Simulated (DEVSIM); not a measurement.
Structure: abrupt Si n-p junction, at 250 K.

Layer 1 from the left is Si, thickness (μm) 96.0, Nd (cm⁻³) 1.2e18, τn (s) 0.00032, τp (s) 0.00032. Layer 2 from the left is Si, thickness (μm) 4.00, Na (cm⁻³) 2.4e16, τn (s) 0.00032, τp (s) 0.00032.

Left contact: ohmic. Right contact: ohmic. Voltage is applied to the left contact. Recombination: SRH at mid-gap, radiative, Auger. Mobility is constant in doping.

The device is made up for the run: typed textbook-type constants, with dimensions and the other settings drawn at random. Values at 300 K; Nc and Nv go as T^1.5, mobilities as T to minus their exponent, the gap by Varshni's rule with the affinity fixed.

Si: gap (eV) 1.124, affinity (eV) 4.05, permittivity 11.7, Nc (cm⁻³) 2.86e19, Nv (cm⁻³) 3.1e19, μn (cm²/Vs) 1417, μp (cm²/Vs) 470, T exponent of μn 2.3, T exponent of μp 2.2, B (cm³/s) 4.7e-15, Cn (cm⁶/s) 2.8e-31, Cp (cm⁶/s) 9.9e-32, Varshni α (eV/K) 0.000473, Varshni β (K) 636.

DEVSIM, 1D drift-diffusion, Boltzmann statistics, complete ionisation; no tunnelling, impact ionisation, image-force lowering or self-heating.

Dark forward current:

| |V| (V) | |J| (A/cm²) |
|---|---|
| 0.15 | 6.405e-12 |
| 0.20 | 5.914e-11 |
| 0.25 | 5.809e-10 |
| 0.30 | 5.837e-9 |
| 0.35 | 5.910e-8 |
| 0.40 | 5.999e-7 |
| 0.45 | 6.093e-6 |
| 0.50 | 6.190e-5 |
| 0.55 | 0.0006288 |
| 0.60 | 0.006386 |
| 0.65 | 0.06483 |
| 0.70 | 0.6570 |
| 0.75 | 6.576 |
| 0.80 | 59.56 |
| 0.85 | 351.1 |
| 0.90 | 1103 |
| 0.95 | 2267 |

Work out the local ideality factor n = ΔV / (kT/q · ln(J2/J1)) between the rows 0.15 and 0.20 V, 0.45 and 0.50 V, 0.90 and 0.95 V.

kT/q = 21.54 mV. From 0.15 to 0.20 V: ln(5.914e-11/6.405e-12) = 2.223, n = 1.04, near the 1 of diffusion or emission over a barrier. From 0.45 to 0.50 V: ln(6.190e-5/6.093e-6) = 2.318, n = 1.00, near the 1 of diffusion or emission over a barrier. From 0.90 to 0.95 V: ln(2267/1103) = 0.720, n = 3.22.

Estimate the current at 0.45 V from the Shockley equation with J0 = Σ q ni² D/(N L) coth(W/L), τ joining the SRH, radiative and Auger lifetimes that are on, and W taken as the whole layer.

ni² = 6.36e15 cm⁻⁶; holes in the n layer: μ = 702 cm²/Vs, D = 15.1 cm²/s, τ = 2.43e-6 s, L = 60.6 μm, W/L = 1.6, term 2.31e-18 A/cm²; electrons in the p layer: μ = 2160 cm²/Vs, D = 46.4 cm²/s, τ = 0.000304 s, L = 1190 μm, W/L = 0.0034, term 4.93e-15 A/cm². J0 = 4.93e-15 A/cm², and J = J0 exp(qV/kT) = 5.83e-6 A/cm². The simulation gives 6.09e-6 A/cm²; the estimate lies 4.3 % below. The estimate leaves out recombination in the depletion region and that region's share of W.
